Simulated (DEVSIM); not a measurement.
Structure: abrupt GaP n-p junction, at 300 K.

```
layer (left to right)  material  thickness (μm)  Nd (cm⁻³)  Na (cm⁻³)  τn (s)  τp (s)
---------------------  --------  --------------  ---------  ---------  ------  ------
1                           GaP           0.960     4.9e17          -  2.5e-6  2.5e-6
2                           GaP            5.70          -     1.9e14  2.5e-6  2.5e-6
```

Left contact: ohmic. Right contact: ohmic. Voltage is applied to the left contact. Recombination: SRH at mid-gap, radiative. Mobility is constant in doping. Where it depends on doping, it is μmin + (μ − μmin)/(1 + (N/Nref)^α).

Constants are typed, rounded textbook-type inputs, not results; the design itself was drawn at random and stands for no fabricated device. Values at 300 K. The table also holds parameters that only a changed run uses.

```csv
parameter,GaP
gap (eV),2.26
affinity (eV),3.8
permittivity,11.1
Nc (cm⁻³),1.8e19
Nv (cm⁻³),1.9e19
μn (cm²/Vs),250
μp (cm²/Vs),150
"μn,min",10
"μp,min",10
"Nref,n",4.4e18
"Nref,p",1e18
αn,0.8
αp,0.85
B (cm³/s),1e-13
Cn (cm⁶/s),1e-30
Cp (cm⁶/s),1e-30
```

Model (solved in DEVSIM): 1D drift-diffusion, Boltzmann statistics, complete ionisation; no tunnelling, impact ionisation, image-force lowering or self-heating.

Base results: dark forward voltage at 100 A/cm² (V) 1.957; dark forward voltage at 1 A/cm² (V) 1.711; potential step across the device at zero bias (V) 1.869.

Task: What follows from this one change: thickness of layer 1 0.96 → 0.19 μm?

Result: dark forward voltage at 100 A/cm² 1.957 → 2.046 V; dark forward voltage at 1 A/cm² little changed (1.711 V); potential step across the device at zero bias little changed (1.869 V).

Task: What follows from this one change: thickness of layer 2 5.7 → 17 μm?

Result: dark forward voltage at 100 A/cm² 1.957 → 2.227 V; dark forward voltage at 1 A/cm² 1.711 → 1.758 V; potential step across the device at zero bias little changed (1.869 V).

Task: What follows from this one change: doping Na of layer 2 1.9e+14 → 5.7e+14 cm^-3?

Result: dark forward voltage at 100 A/cm² 1.957 → 1.944 V; dark forward voltage at 1 A/cm² 1.711 → 1.730 V; potential step across the device at zero bias 1.869 → 1.898 V.

Task: What follows from this one change: doping-dependent mobility in place of the constant one?

Result: dark forward voltage at 100 A/cm² 1.957 → 1.947 V; dark forward voltage at 1 A/cm² little changed (1.711 V); potential step across the device at zero bias little changed (1.869 V).
